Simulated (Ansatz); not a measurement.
The cell is built on a prototype and need not be the phase stable at ambient conditions.

The decay constant κ of evanescent states in the gap governs leakage through a thin film.

Here is the system:

```
Zn2GeO4
1.0
    5.93456     0.00000     0.00000
    0.00000     8.39274     0.00000
    2.96728     4.19637     2.96728
Zn Ge O
4 2 8
Direct
  0.75000   0.62500   0.50000
  0.25000   0.12500   0.00000
  0.75000   0.12500   0.00000
  0.25000   0.12500   0.50000
  0.50000   0.75000   0.00000
  0.00000   0.50000   0.00000
  0.24775   0.87163   0.50450
  0.75225   0.37612   0.00000
  0.24775   0.37612   0.00000
  0.75225   0.37612   0.49550
  0.25225   0.37837   0.49550
  0.74775   0.87388   0.00000
  0.25225   0.87388   0.00000
  0.74775   0.87388   0.50450
```

Space group of this cell: Fd-3m, spinel. The cell was relaxed by PBE-D3(BJ); by r2SCAN its mean pressure is -4.6 GPa.

Transport runs along the normal of the first two printed cell vectors.

No gap correction and no spin-orbit coupling; mid-gap values are interpolated between computed energies.

### Question
Give the band gap and the smallest decay constant κ at mid-gap that r2SCAN in Ansatz (a quantum-chemistry and plane-wave program) yields.

### Answer
Gap 2.01 eV on a 10×10×10 mesh; κ = 0.212 1/Å, at the zone centre.
